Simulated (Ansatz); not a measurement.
Results of PBEsol (PAW; Ansatz, a program for electronic structure) for LiF (model structure, F-43m, No. 216, 2 atoms in the cell).

Settings: plane-wave cutoff 520 eV, 14×14×14 k mesh, Fermi–Dirac smearing 0.01 eV, scalar-relativistic PAW data made under PBE.

Cell (relaxed with PBEsol):

```xyz
2
Lattice="0.0000 2.1556 2.1556 2.1556 0.0000 2.1556 2.1556 2.1556 0.0000" Properties=species:S:1:pos:R:3 pbc="T T T"
Li     0.0000     0.0000     0.0000
F      1.0778     1.0778     1.0778
```

### Question
What does this level give for the band gap?

### Answer

band gap: 7.67 eV (direct)

Note: the relaxation could raise the start's symmetry but not lower it, so the cell can be a saddle point.

Computed values are for the static lattice.

A model structure was made by putting elements into a prototype or built by hand; it is no filed structure, need not be a known phase, and can be a saddle point held by its symmetry.
